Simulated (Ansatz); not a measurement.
**MoGe (model structure, started from the FeB type, Pnma, No. 62, 8 atoms in the cell)**

Computed with PBE (PAW; Ansatz, a quantum-chemistry and plane-wave program).

Numerical settings: plane-wave cutoff 500 eV, 6×10×8 k mesh (along the axes of the cell as run), Fermi–Dirac smearing 0.05 eV, no spin polarisation, scalar-relativistic PAW data made under PBE.

Cell (relaxed at this level):

```xyz
8
Lattice="5.8516 0.0000 0.0000 0.0000 4.3556 0.0000 0.0000 0.0000 4.8779" Properties=species:S:1:pos:R:3 pbc="T T T"
Mo     1.0529     1.0889     0.7758
Mo     1.8729     3.2667     3.2147
Mo     4.7987     3.2667     4.1021
Mo     3.9788     1.0889     1.6631
Ge     0.2997     1.0889     3.2632
Ge     2.6261     3.2667     0.8243
Ge     5.5519     3.2667     1.6147
Ge     3.2255     1.0889     4.0536
```

```json
{
 "band_gap": "none"
}
```

Note: the relaxation could raise the start's symmetry but not lower it, so the cell can be a saddle point.

Spin–orbit coupling is not included.

A model structure was made by putting elements into a prototype or built by hand; it is no filed structure, need not be a known phase, and can be a saddle point held by its symmetry.
